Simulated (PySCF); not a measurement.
PySCF 2.14.0, R2SCAN/def2-svp, df: [SiH2][Si]([SiH3])([SiH3])[SiH3], charge +1, multiplicity 1, 16 atoms. The geometry is a generated start, not checked to be a minimum at this level.

```json
{
 "task": "energy",
 "method": "r2scan",
 "basis": "def2-svp",
 "two_electron_scheme": "density fitting",
 "mol.max_memory": "3000 MB",
 "mf.max_cycle": "100",
 "mf.conv_tol": "1e-09 (default)",
 "mf.grids.level": "3 (default)",
 "basis_functions": "145",
 "grid_points": "203792"
}
```

```xyz
16

Si    -1.1247    -0.0088     2.0059
Si     0.0252    -0.0230    -0.0265
Si    -0.0161     2.2904    -0.6851
Si    -1.2458    -1.4363    -1.5019
Si     2.2162    -0.8574     0.5106
H     -0.8082     0.6913     3.2612
H     -2.3716    -0.6732     2.4138
H      0.6465     3.1093     0.3261
H      0.6600     2.4082    -1.9719
H     -1.4161     2.6989    -0.7984
H     -0.4562    -1.6256    -2.7125
H     -1.5054    -2.7192    -0.8522
H     -2.5111    -0.7755    -1.8148
H      2.3650    -0.9037     1.9655
H      2.3282    -2.2035    -0.0419
H      3.2140     0.0280    -0.0778
```

Charge 1 and multiplicity 1 are set for this test and not shown to be the ground state.

With the defaults (mf.DIIS = CDIIS, mf.diis = true, mf.init_guess = minao, mf.diis_space = 8, mf.damp = 0, mf.diis_start_cycle = 1, newton = off) it converges in 12 Fock builds. One run each on 2 threads, 1 BLAS thread, with these changes:
- mf.damp = 0.7, mf.diis_start_cycle = 8
- mf.diis_space = 20
- mf.diis = false
- mf.diis_space = 5
- mf.init_guess = sap
- newton = Hessian by the SCF's own integrals
- mf.diis = false, mf.damp = 0.7, mf.diis_start_cycle = 999
- mf.diis_space = 3
- mf.DIIS = EDIIS

Question: Which runs fail or end elsewhere than the default run?

Answer: No convergence: mf.DIIS = EDIIS; mf.diis = false (the run ends without SCF convergence in 100 cycles). The rest reach the solution of the defaults.

| setting | Fock builds | end |
|---|---|---|
| the defaults | 12 | same solution |
| mf.diis_space = 20 | 12 | same solution |
| mf.diis_space = 5 | 12 | same solution |
| mf.init_guess = sap | 14 | same solution |
| mf.damp = 0.7, mf.diis_start_cycle = 8 | 15 | same solution |
| mf.diis_space = 3 | 16 | same solution |
| mf.diis = false, mf.damp = 0.7, mf.diis_start_cycle = 999 | 25 | same solution |
| newton = Hessian by the SCF's own integrals | 33 | same solution |
| mf.DIIS = EDIIS | 101 | no convergence |
| mf.diis = false | 101 | no convergence |

Under newton the count holds the products with the orbital Hessian.
